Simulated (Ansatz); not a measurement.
Functionals compared on a constructed model of the (0001) surface of hcp Hf, a pseudomorphic layer of Cr in the host's stacking (bottom of the slab: a bare face, its two planes held), in Ansatz (plane waves, PAW). The structure was relaxed with PBE; the other rows are single points on it. Cutoff 420 eV.

Slab: 7 atoms, 15.4 Å thick at the start; k 13x13x1, smearing 0.1 eV, dipole-corrected; 2 atoms held, the rest relaxed; start symmetry kept, larger cells not searched; spin-polarised, ending with about 3.5 μB a cell; orders that need a larger cell were not tried, no spin-orbit, no U. It is one candidate, not shown to be the stable structure of the face. These notes are the PBE run's.

| functional | work function of the top face (eV) | magnetic moment of the cell (μB) | rough cost of the single point |
|---|---|---|---|
| PBE | 3.47 | 3.53 | – |
| RPBE | … | 3.45 | about 9 core-minutes (a rough figure) |

**Question.** Fill in the missing entries.

**Answer.** 
- RPBE, work function of the top face (eV): 3.33

Ansatz is a first-principles code.
